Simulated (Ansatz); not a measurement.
Base system: Ge in the diamond structure (space group Fd-3m, No. 227; a = 5.676 Å).

It is then changed as follows: a fraction x = 0.75 of the Ge sites is given to Si, ordered in a cell of 8 atoms (starting symmetry Cmcm) and fully relaxed.

The other end (x = 1) is Si in the diamond structure (space group Fd-3m, No. 227): 20.05 Å³/atom, gap 0.47 eV.

Levels (all Ansatz, a first-principles code, PAW): PBEsol (420 eV, no spin-orbit coupling); HSE06 (420 eV, scalar-relativistic without spin-orbit coupling).

The geometry is relaxed with PBEsol.

```
Property           Value
---------------  -------
PBEsol band gap  0.36 eV
```

Task: How does going to HSE06 change the band gap?

Result: The band gap grows by 0.63 eV to 0.99 eV.

Single points use the geometry relaxed with PBEsol. The hybrid gap comes from the SCF mesh plus the semilocal run's edge points and a few special points and is an upper bound. These are small ordered cells, not random alloys; other orderings at the same x differ. Stability against distortions was not tested.
